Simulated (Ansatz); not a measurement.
Here is the system:

```xyz
4
Lattice="3.0199 0.0000 0.0000 -1.5100 2.8768 0.0000 0.0000 0.0000 5.2977" Properties=species:S:1:pos:R:3 pbc="T T T"
Zn     1.5100     0.9257    -0.0118
Zn     0.0000     1.9510     2.6370
O      1.5100     0.9046     3.3239
O      0.0000     1.9722     0.6751
```

A single point on ZnO with a change (uniaxial stress, 8 GPa compression along x), its geometry relaxed with PBEsol.

Calculations: PBEsol (Ansatz, an electronic-structure program), spin-orbit coupling included. Γ-centred 12×12×7 mesh, Fermi–Dirac width 0.05 eV.

Problem. Predict the band gap.

Solution. 0.56 eV.

Problem. What is the computed gap character?

Solution. Direct at Γ.

Problem. What valence-band top at Γ (three highest Kramers pairs, from the VBM) does the calculation give?

Solution. 0.00, -0.22, -0.26 eV.

Problem. What width of the top valence band does the calculation give?

Solution. 1.83 eV.

Single points use the geometry relaxed with PBEsol. Load acts through the strain it causes; cell and atoms are relaxed under it. Stability under load was not tested beyond the relaxation. The cell was made from ZnO in the wurtzite structure (space group P6_3mc, No. 186) by this change: uniaxial stress, 8 GPa compression along x.
